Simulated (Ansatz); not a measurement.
## fluorite (1 1 0) on 3C silicon carbide (1 1 0) (film strained to the substrate, faces as cut)

A periodic stack without vacuum, fluorite (1 1 0) on 3C silicon carbide (1 1 0) (film strained to the substrate, faces as cut): substrate slab C30Si30, film Ca12F24, surface cells [[-1, 2], [-1, -1]] and [[0, 2], [-1, 0]], film strained by -2.6 and -2.6 %, faces CSi/CSi and CaF/CaF as cut (like faces can put a slab off its formula).

The start was prepared with a machine-learned potential, and the result is one local minimum, with the in-plane cell held and forces under 0.04 eV/Å; the film can end far from its bulk form.

Values marked by level come from PBE (plane waves to 420 eV, PAW; Ansatz, a program for electronic structure); HSE06 (plane waves to 420 eV, PAW; Ansatz). Geometries and values that name no level are of the first. No spin–orbit coupling; PBE gaps are too small against experiment. Its k-point mesh 3×4×1, Fermi–Dirac width 0.05 eV. HSE06 ran on meshes of its own (7×7×7, 3×3×4); its edges and gaps are taken over the mesh and over extra points off it, mostly where PBE has its edges.

- interface area: 40.7 Å²
- period: 29.23 Å
- gaps between the outermost planes at the two interfaces: 1.43 and 1.43 Å
- Ca–Si contacts across the interfaces within 1.22 times the sum of covalent radii: 4, mean 3.24 Å
- C–Ca contacts across the interfaces within 1.22 times the sum of covalent radii: 3, mean 2.61 Å
- F–Si contacts across the interfaces within 1.22 times the sum of covalent radii: 3, mean 1.74 Å
- valence offset, film less substrate (PBE, at the middle of a substrate layer that carries a field): -3.52 eV
- valence offset, film less substrate (HSE06 edges on the PBE line-up, at the middle of a substrate layer that carries a field): -4.53 eV
- conduction offset (HSE06 edges on the PBE line-up, at the middle of a substrate layer that carries a field): +2.52 eV
- spin-polarised check at this geometry: falls back to no moment
- slope of the mean potential energy in the substrate: -2.8 MV/cm × e

```xyz
96
Lattice="7.5839 -0.0010 -0.1949 -0.0005 5.3642 -0.0502 -0.7366 -0.2678 29.2656" Properties=species:S:1:pos:R:3 pbc="T T T"
C      3.2301     1.1858     1.2608
C      5.7115     4.7146     1.1212
C      0.7014     3.0014     1.2928
C      0.7305     0.3196     2.8106
C      3.2374     3.8659     2.7908
C      5.7954     2.0796     2.6787
C      0.7779     3.0230     4.3748
C      3.3104     1.2343     4.3305
C      5.8394     4.8017     4.2153
C      5.8724     2.1302     5.7932
C      0.8202     0.3485     5.9380
C      3.3436     3.9195     5.8650
C      5.9167     4.8296     7.3197
C      0.8587     3.0434     7.4701
C      3.3886     1.2556     7.4283
C      3.4288     3.9523     8.9454
C      5.9571     2.1610     8.8942
C      0.9022     0.3761     9.0386
C      3.4716     1.2856    10.5235
C      5.9963     4.8529    10.4118
C      0.9388     3.0684    10.5621
C      0.9876     0.4098    12.1395
C      3.5198     3.9922    12.0380
C      6.0423     2.1910    12.0020
C      1.0018     3.0773    13.6677
C      3.5474     1.3148    13.6352
C      6.0676     4.8471    13.5162
C      6.0873     2.1637    15.1007
C      1.0673     0.4263    15.2461
C      3.5833     4.0090    15.1045
Si     1.3493     3.9017     2.7689
Si     3.9145     2.1061     2.7197
Si     6.4277     0.3050     2.6435
Si     1.4167     1.3263     1.3611
Si     3.9861     4.9775     1.5455
Si     6.4666     3.0506     1.2245
Si     6.5090     0.3426     5.7869
Si     1.4451     3.9225     5.8903
Si     3.9773     2.1325     5.8495
Si     6.4704     3.0096     4.2180
Si     1.4072     1.2330     4.3588
Si     3.9443     4.8125     4.3174
Si     4.0610     2.1642     8.9456
Si     6.5908     0.3743     8.8865
Si     1.5333     3.9527     8.9846
Si     4.0211     4.8334     7.3762
Si     6.5468     3.0404     7.3155
Si     1.4926     1.2560     7.4607
Si     1.6244     3.9870    12.0600
Si     4.1436     2.1992    12.0443
Si     6.6741     0.4039    11.9635
Si     1.5777     1.2824    10.5602
Si     4.0995     4.8601    10.4657
Si     6.6256     3.0640    10.4211
Si     6.8767     0.5988    14.7815
Si     1.8353     4.1894    14.8774
Si     4.2682     2.3294    15.0504
Si     6.7024     3.0745    13.5792
Si     1.6758     1.3183    13.6846
Si     4.1781     4.9045    13.6006
Ca     3.7846     3.8972    20.0726
Ca     0.0060     3.6585    19.8338
Ca     5.6865     0.9163    17.9352
Ca     1.7575     0.8224    17.8048
Ca     0.1034     3.9539    24.0698
Ca     3.8874     3.8614    23.9605
Ca     1.9340     1.1455    21.9372
Ca     5.7652     1.2029    21.8657
Ca     4.0758     3.9536    27.9580
Ca     0.1379     3.6793    28.2353
Ca     5.8410     1.0553    25.8770
Ca     2.0195     1.4093    25.9574
F      5.4579     2.3844    19.7465
F      2.1961     2.3380    19.7189
F     -0.0106     2.1134    18.2570
F      3.7843     1.7184    16.5923
F     -0.1299    -0.4844    17.9671
F      3.7366    -0.2231    18.2966
F      5.8324    -0.2599    20.0043
F      1.7546    -0.2981    20.1286
F      1.9216     2.6005    24.0482
F      5.8886     2.4930    23.8086
F      3.7996     2.5598    22.0366
F      0.1038     2.5512    21.8416
F      3.8981    -0.1374    21.9648
F      0.0171    -0.1069    22.2763
F      2.1174    -0.0515    23.9497
F      5.7059    -0.1646    24.0320
F      5.2714     2.1590    28.8948
F      2.1375     2.9600    27.6956
F     -0.0529     2.5050    26.2296
F      4.1300     2.5762    25.9245
F      0.4059    -0.1262    26.0114
F      3.6658    -0.0629    26.2053
F      5.9437    -0.7433    27.2142
F      0.2161     0.3952    29.1153
```
